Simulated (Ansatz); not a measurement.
**ZnO (model structure, started from the BN type, Pm-3n, No. 223, 12 atoms in the cell): properties by level of theory**

```
level (code)           lattice parameter a (Å)  cohesive energy (eV/atom)
---------------------  -----------------------  -------------------------
LDA (Ansatz)                             5.506                       4.42
PBE (Ansatz)                             5.657                       3.48
PBEsol (Ansatz)                          5.577                       3.87
r²SCAN (Ansatz)                          5.580                       3.69
r²SCAN+rVV10 (Ansatz)                    5.565                       3.80
```

Ansatz's density-functional and Hartree–Fock values are scalar-relativistic unless marked +SOC, with PAW data made under PBE.

Free atoms are spin-polarised, in the lowest state found; at levels without +SOC their spin–orbit coupling is left out.

A model structure was made by putting elements into a prototype or built by hand; it is no filed structure, need not be a known phase, and can be a saddle point held by its symmetry.

Ansatz is a first-principles code.
